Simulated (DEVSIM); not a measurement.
**Si p-n junction from an implanted or diffused profile**

Structure: Si p-n junction from an implanted or diffused profile, at 300 K.

```
layer (left to right)  material  thickness (μm)  Nd (cm⁻³)  τn (s)  τp (s)
---------------------  --------  --------------  ---------  ------  ------
1                            Si            6.30     7.8e14  9.1e-5  9.1e-5
```

Added acceptor profile: 3e17 cm⁻³ × exp(−(x − 0.18 μm)²/(2·(0.022 μm)²)). Left contact: ohmic. Right contact: ohmic. Voltage is applied to the left contact. Recombination: SRH at mid-gap, Auger. Mobility is μmin + (μ − μmin)/(1 + (N/Nref)^α).

This is a model device: material constants are rounded textbook-type values typed into the input, and sizes, dopings and lifetimes were drawn at random. Values at 300 K.

```csv
parameter,Si
gap (eV),1.124
affinity (eV),4.05
permittivity,11.7
Nc (cm⁻³),2.86e19
Nv (cm⁻³),3.1e19
μn (cm²/Vs),1417
μp (cm²/Vs),470
"μn,min",52
"μp,min",45
"Nref,n",9.7e16
"Nref,p",2.2e17
αn,0.68
αp,0.72
Cn (cm⁶/s),2.8e-31
Cp (cm⁶/s),9.9e-32
```

Simulated with DEVSIM: 1D drift-diffusion, Boltzmann statistics, complete ionisation; no tunnelling, impact ionisation, image-force lowering or self-heating.

```yaml
potential_step_across_the_device_at_zero_bias: 0.000 V
```

Dark forward current:

```
V (V)  J (A/cm²)
-----  ---------
0.05      4.7e-9
0.15      1.9e-7
0.20      5.2e-7
0.30      8.2e-7
0.40      9.3e-7
0.45      9.8e-7
0.55      1.1e-6
0.60      1.1e-6
0.70      1.2e-6
0.80      1.4e-6
0.85      1.4e-6
0.95      1.5e-6
1.05      1.6e-6
1.10      1.7e-6
1.20      1.8e-6
1.25      1.9e-6
1.35      2.0e-6
1.45      2.2e-6
1.50      2.2e-6
1.60      2.4e-6
```

Small-signal capacitance in reverse bias (quasi-static):

| V (V) | C (nF/cm²) |
|---|---|
| -0.2 | 8.85 |
| -0.5 | 7.55 |
| -1 | 6.27 |
| -1.5 | 5.48 |
| -2 | 4.93 |
| -3 | 4.20 |
| -4 | 3.72 |
| -5 | 3.37 |
| -6.5 | 3.00 |
| -8 | 2.73 |
| -10 | 2.46 |
